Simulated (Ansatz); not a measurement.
## A constructed model of the (110) surface of bcc Fe, ferromagnetic, from a spin-polarised start, a pseudomorphic layer of Ni in the host's stacking (bottom of the slab: a bare face, its two planes held)

Computed with PBE (plane waves to 420 eV, PAW; Ansatz, an electronic-structure program).

Model: 7-atom slab, 12.3 Å thick at the start, 16x16x1 mesh, Fermi-Dirac 0.1 eV, dipole correction, 2 atoms held, the rest relaxed; symmetry of the start imposed; spin-polarised, ending with about 14.6 μB a cell; orders that need a larger cell were not tried, no spin-orbit, no U. It is one candidate, not shown to be the stable structure of the face.

The work function of the top face is 4.72 eV and the energy released by relaxation is 0.23 eV. The magnetic moment of the cell is 14.58 μB and the cost comes out as roughly 11 core-minutes.
